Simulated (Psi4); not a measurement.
Psi4 1.11, TPSS/def2-svp: Sn(Br)2(Et)(OMe) (C[CH2][Sn]([Br])([Br])[O]C), 15 atoms. The geometry is a generated start, not checked to be a minimum at this level.

- task: energy
- method: tpss
- basis: def2-svp
- memory: 3 GB
- maxiter: 100
- keys of the molecule block: symmetry c1
- scf_type: df (default)
- e_convergence: 1e-06 (default)
- d_convergence: 1e-06 (default)
- dft_radial_points: 75 (default)
- dft_spherical_points: 302 (default)
- effective core potentials: those of the basis set, past Kr
- basis functions: 186
- grid points: 318791

```xyz
15

C     -2.7361     0.0441     0.0490
C     -1.4004     0.6256     0.3921
Sn     0.2949    -0.8908    -0.0230
Br     1.0079    -2.1353     2.0741
Br    -0.3880    -2.5835    -1.7223
O      2.0329    -0.2265    -0.8805
C      3.0072     0.6106    -0.3438
H     -2.9676    -0.8237     0.6615
H     -3.5011     0.8002     0.2357
H     -2.7993    -0.2427    -0.9991
H     -1.1271     1.4752    -0.2276
H     -1.2885     0.8600     1.4471
H      3.8854     0.4997    -0.9830
H      2.6906     1.6564    -0.3549
H      3.2892     0.3308     0.6746
```

With the defaults (diis = true, scf_initial_accelerator = adiis, damping_percentage = 0, guess = auto, which took SAD, diis_start = 1, diis_max_vecs = 10, level_shift = 0, level_shift_cutoff = 0.01) it converges in 11 SCF iterations. One run each on 2 threads, with these changes:
- guess = core
- guess = sap
- diis_max_vecs = 3
- scf_initial_accelerator = ediis
- diis_start = 4
- diis = false, scf_initial_accelerator = none, damping_percentage = 60
- level_shift = 0.1, level_shift_cutoff = 0.001
- scf_initial_accelerator = none
- damping_percentage = 60

**Question.** Which of these changes keep the SCF from converging, or lead it to another solution?

**Answer.** No convergence: diis = false, scf_initial_accelerator = none, damping_percentage = 60 (the run ends without SCF convergence in 100 iterations). The rest reach the solution of the defaults.

```json
[
 {"setting": "level_shift = 0.1, level_shift_cutoff = 0.001", "SCF iterations": "10", "end": "same solution"},
 {"setting": "the defaults", "SCF iterations": "11", "end": "same solution"},
 {"setting": "scf_initial_accelerator = ediis", "SCF iterations": "11", "end": "same solution"},
 {"setting": "scf_initial_accelerator = none", "SCF iterations": "11", "end": "same solution"},
 {"setting": "guess = core", "SCF iterations": "16", "end": "same solution"},
 {"setting": "diis_max_vecs = 3", "SCF iterations": "16", "end": "same solution"},
 {"setting": "guess = sap", "SCF iterations": "18", "end": "same solution"},
 {"setting": "diis_start = 4", "SCF iterations": "21", "end": "same solution"},
 {"setting": "damping_percentage = 60", "SCF iterations": "72", "end": "same solution"},
 {"setting": "diis = false, scf_initial_accelerator = none, damping_percentage = 60", "SCF iterations": "100", "end": "no convergence"}
]
```
